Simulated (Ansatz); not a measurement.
# Hypothetical I4_132 As: pressure series

Consider As (space group I4_132, No. 214; a = 6.902 Å; a hypothetical phase, not in the database extracts checked).

Cell and atoms are relaxed at each pressure.

Computed with PBEsol in Ansatz (plane waves to 420 eV, PAW, no spin-orbit coupling).

| P (GPa) | V (Å³/atom) |
|---|---|
| -1.99 | 44.096 |
| -0.99 | 42.470 |
| 0.30 | 40.724 |
| 0.70 | 40.249 |
| 1.50 | 39.367 |
| 3.01 | 37.931 |
| 5.00 | 36.367 |
| 7.50 | 34.637 |
| 10.01 | 33.136 |

Fit a third-order Birch–Murnaghan equation of state.

Least squares on P(V) = (3B₀/2)[(V₀/V)^(7/3) − (V₀/V)^(5/3)]·[1 + (3/4)(B₀′ − 4)((V₀/V)^(2/3) − 1)] gives V₀ = 41.13 Å³/atom, B₀ = 33 GPa and B₀′ = 3.3.

Load acts through the strain it causes; cell and atoms are relaxed under it. Whether these cells are dynamically stable was not tested. Competing high-pressure phases were not computed.

Ansatz is an electronic-structure program.
